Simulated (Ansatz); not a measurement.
rock-salt TaN (1 1 0) on monoclinic HfO2 (0 1 0), 2 Si on Ta sites at each interface (film strained to the substrate, started from cuts of the bulks and a machine-learned relaxation; slabs Hf24O44 and N24Ta20Si4, which can lie off the formulas)

A periodic stack without vacuum, rock-salt TaN (1 1 0) on monoclinic HfO2 (0 1 0), 2 Si on Ta sites at each interface (film strained to the substrate, started from cuts of the bulks and a machine-learned relaxation; slabs Hf24O44 and N24Ta20Si4, which can lie off the formulas): substrate slab Hf24O44, film N24Ta20Si4, surface cells [[0, -1], [2, -1]] and [[1, 1], [0, 4]], film strained by -1.1 and -0.2 %, outermost planes O/O and NTa/NTa as cut, which need not be the usual terminations and can put a slab off its formula.

The start was prepared with a machine-learned potential, and the result is one local minimum, with the in-plane cell held and forces under 0.04 eV/Å; the film can end far from its bulk form.

Method: PBE (plane waves to 420 eV, PAW; Ansatz, a program for electronic structure). Scalar-relativistic, without spin–orbit coupling; the runs are not spin-polarised; PBE gaps are too small against experiment. Its k-point mesh 6×3×1, Fermi–Dirac width 0.05 eV.

| Property | Result |
|---|---|
| interface area | 54.5 Å² |
| period | 25.75 Å |
| heights between the nearest atoms of the two slabs at the two interfaces | 1.15 and 1.24 Å |
| Hf–Ta contacts across the interfaces within 1.22 times the sum of covalent radii | 12, mean 3.51 Å |
| Hf–Si contacts across the interfaces within 1.22 times the sum of covalent radii | 7, mean 2.87 Å |
| Hf–N contacts across the interfaces within 1.22 times the sum of covalent radii | 5, mean 2.35 Å |
| O–Ta contacts across the interfaces within 1.22 times the sum of covalent radii | 3, mean 2.09 Å |

```xyz
116
Lattice="5.3524 0.0000 -0.0173 7.0850 10.1765 0.0393 2.2173 0.5839 25.7441" Properties=species:S:1:pos:R:3 pbc="T T T"
Hf     4.1765     4.1882     1.7940
Hf    10.5964     9.3045     1.8574
Hf     1.7997     1.6972     1.7573
Hf     8.0325     6.9774     1.3324
Hf     4.3753     1.8712     4.4197
Hf     5.2512     6.9599     4.4146
Hf     6.9184     4.1934     3.9880
Hf     7.8420     9.1677     4.0160
O      5.1591     5.2021     3.3982
O     11.3487    10.1687     3.5820
O      0.9240     0.8673     4.8925
O      7.0797     5.9339     5.0139
O      3.5966     1.0028     1.3113
O      4.5399     6.1156     0.9475
O      7.7816     5.2290     2.2835
O      8.4996     9.9282     2.1558
O      5.6433     2.8143     2.7506
O      6.6354     7.8414     2.7814
O      2.9988     2.8649     3.0781
O      9.3050     7.8079     2.9553
Hf     4.3279     4.1269     7.0397
Hf    10.5602     9.2209     7.0453
Hf     1.7331     1.8655     6.5820
Hf     7.9665     6.9413     6.6091
Hf     4.3806     1.8355     9.6537
Hf     5.2934     6.9251     9.6507
Hf     7.0319     4.1229     9.1991
Hf     7.8704     9.2153     9.2103
O      5.2255     5.1605     8.5945
O     11.4411    10.2502     8.5813
O      6.1489     0.7929    10.2395
O      7.0869     5.8899    10.2522
O      3.5472     0.8493     5.9916
O      4.3896     5.9136     5.9861
O      7.9133     5.1745     7.6604
O      8.7599    10.2541     7.6600
O      5.6263     3.2521     5.5204
O      6.5243     8.3307     5.5839
O      5.7784     2.7313     8.0566
O      6.6544     7.8152     8.0982
O      3.0953     2.7118     8.1444
O      9.3308     7.8169     8.1555
O      2.9387     3.2885     5.5132
O      9.1828     8.3550     5.4733
Hf     4.4904     4.2115    12.3198
Hf    10.4549     9.0826    12.2898
Hf     7.1135     1.8081    11.7356
Hf     7.9448     6.9405    11.8483
Hf     4.4185     1.8042    14.7462
Hf    11.3900     6.5750    15.4907
Hf     7.2213     4.0064    14.2567
Hf     7.7630     9.1389    14.3021
O      5.4285     5.0817    13.9628
O     11.3429    10.2293    13.7306
O      5.8440     0.5373    15.4730
O      7.8622     5.5196    15.4407
O      3.4372     0.7239    11.1080
O      9.8253     5.9403    11.2327
O      8.0113     5.1069    12.7561
O      8.7038    10.2722    12.9147
O      5.6681     3.2348    10.8164
O      6.4918     8.3135    10.8343
O      5.8131     2.6099    13.3901
O      6.5757     7.6993    13.3840
O      3.1895     2.6948    13.2578
O      9.1706     7.8608    13.3725
O      2.9941     3.2270    10.6430
O      9.1525     8.3157    10.6682
N      5.4586     5.1411    16.9861
N      7.4057     7.5344    17.0765
N      9.2496     9.9291    17.3894
N      4.0821     2.1685    17.0401
N      6.5756     2.3383    18.8943
N      8.0520     4.3146    17.8640
N     10.0882     7.5165    18.6136
N     11.6126     9.5981    18.0502
N      3.9194     2.4563    20.2112
N      5.6651     4.8771    20.2819
N      7.4388     7.4825    20.2364
N      9.2170     9.9460    20.3994
N     11.9128     9.8771    21.9146
N      6.6464     2.3972    21.7035
N      8.3933     4.8900    21.7085
N     10.1458     7.4608    21.6925
N      9.1891     9.8916    23.5719
N      4.2925     2.8827    23.9793
N      5.7142     4.9129    23.1911
N      7.7127     7.7925    24.0752
N     10.1790     7.3385    24.9562
N     11.9615     9.9875    24.9211
N      6.8197     2.2595    24.6464
N      8.3475     4.9056    24.8728
Ta     4.7611     3.8530    18.5426
Ta     6.5696     6.0608    18.5675
Ta     8.0924     8.7333    18.6554
Ta     3.2549     0.9899    18.7331
Si     7.8483     2.9552    16.6362
Ta     8.9522     6.1351    17.1528
Si    10.4806     8.6540    17.0194
Ta     5.8910     1.1125    17.4299
Ta     3.1050     1.1431    21.8402
Ta     4.7927     3.5441    21.9373
Ta     6.6138     6.2618    21.8226
Ta     8.2957     8.5751    22.0388
Ta     5.6689     0.9887    20.2695
Ta     7.5452     3.7777    19.9626
Ta     9.2072     6.1267    20.0876
Ta    11.0535     8.8268    20.1362
Si     8.2385     9.1739    25.0396
Ta     3.1878     1.2505    24.6741
Si     4.4419     3.9550    25.4381
Ta     6.5763     6.0437    24.7049
Ta    11.1244     8.5352    23.4353
Ta     5.6234     1.2397    23.3570
Ta     7.6229     3.5716    23.3123
Ta     9.1158     6.2838    23.3646
```
